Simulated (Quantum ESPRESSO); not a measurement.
Input and output of a self-consistent single point for HfTiW₄ (F-43m, 6 atoms in the cell) (Quantum ESPRESSO).

Computed with PBEsol, PseudoDojo standard norm-conserving (PBESOL) pseudopotentials (plane waves; Quantum ESPRESSO 7.5).

```yaml
crystal:
  lattice:
    - [0.00000, 3.78080, 3.78080]
    - [3.78080, 0.00000, 3.78080]
    - [3.78080, 3.78080, 0.00000]
  atoms:
    - { symbol: Hf, position: [0.75000, 0.75000, 0.75000] }
    - { symbol: Ti, position: [0.00000, 0.00000, 0.00000] }
    - { symbol: W, position: [0.37496, 0.37496, 0.37496] }
    - { symbol: W, position: [0.87512, 0.37496, 0.37496] }
    - { symbol: W, position: [0.37496, 0.37496, 0.87512] }
    - { symbol: W, position: [0.37496, 0.87512, 0.37496] }
```

Reference input (self-consistent single point, DFT, PBEsol, plane waves, PseudoDojo standard norm-conserving (PBESOL) pseudopotentials): ecutwfc = 85 Ry; occupations = smearing; smearing = marzari-vanderbilt; degauss = 0.0073499 Ry; potentials = {Hf: Hf.upf, Ti: Ti.upf, W: W.upf}; K_POINTS = automatic 4 4 4 1 1 1; conv_thr = 1e-10 Ry; mixing_beta = 0.7. This run's input differs from it in these lines:

```diff
@@ -19,3 +19,3 @@
 &electrons
-    conv_thr = 1.0d-10
+    conv_thr = 7.3e-03
     mixing_beta = 0.7
```

Log, with long lists cut:

```
     Self-consistent Calculation

     iteration #  1     ecut=    85.00 Ry     beta= 0.70

---- Real-time Memory Report at c_bands before calling an iterative solver
           186 MiB given to the printing process from OS
           148 MiB allocation reported by mallinfo(arena+hblkhd)
------------------

     Threshold (ethr) on eigenvalues was too large:
     Diagonalizing with lowered threshold

---- Real-time Memory Report at c_bands before calling an iterative solver
           210 MiB given to the printing process from OS
           159 MiB allocation reported by mallinfo(arena+hblkhd)
------------------

   [... lines left out ...]

---- Real-time Memory Report at c_bands before calling an iterative solver
           222 MiB given to the printing process from OS
           194 MiB allocation reported by mallinfo(arena+hblkhd)
------------------

     total energy              =    -838.03000536 Ry
     estimated scf accuracy    <       0.01238357 Ry

     iteration #  7     ecut=    85.00 Ry     beta= 0.70

---- Real-time Memory Report at c_bands before calling an iterative solver
           226 MiB given to the printing process from OS
           196 MiB allocation reported by mallinfo(arena+hblkhd)
------------------
     End of self-consistent calculation

     the Fermi energy is    17.5542 ev

!    total energy              =    -838.03265776 Ry
     estimated scf accuracy    <       0.00012262 Ry
     smearing contrib. (-TS)   =      -0.00006959 Ry
     internal energy E=F+TS    =    -838.03258817 Ry

     convergence has been achieved in   7 iterations

     Forces acting on atoms (cartesian axes, Ry/au):

     atom    1 type  1   force =     0.00000000    0.00000000    0.00000000
     atom    2 type  2   force =     0.00000000   -0.00000000    0.00000000
     atom    3 type  3   force =    -0.00033681   -0.00033681   -0.00033681
     atom    4 type  3   force =    -0.00033681    0.00033681    0.00033681
     atom    5 type  3   force =     0.00033681    0.00033681   -0.00033681
   [... lines left out ...]
     Total force =     0.001167     Total SCF correction =     0.017986
   [... lines left out ...]
     SCF correction compared to forces is large: reduce conv_thr to get better values

          total   stress  (Ry/bohr**3)                   (kbar)     P=      -80.62
  -0.00054803   0.00000000  -0.00000000          -80.62        0.00       -0.00
   0.00000000  -0.00054803  -0.00000000            0.00      -80.62       -0.00
  -0.00000000   0.00000000  -0.00054803           -0.00        0.00      -80.62

   JOB DONE.
```

The run converged in 7 iterations. Against the reference run the free energy hardly moves (within 1 meV/atom), the pressure goes from -7.51 to -8.06 GPa and the largest force hardly changes (0.012 to 0.015 eV/Å). The full log also holds: “SCF correction compared to forces is large: reduce conv_thr to get better values”.

The starting cell comes from a database of computed structures (which also holds hypothetical and non-ambient phases and stackings), without a prior relaxation at this level. Spin polarisation is off. With a pressure of about -8 GPa the cell is away from its equilibrium volume at this level.

Cost on one core of a shared machine: roughly 90 s.
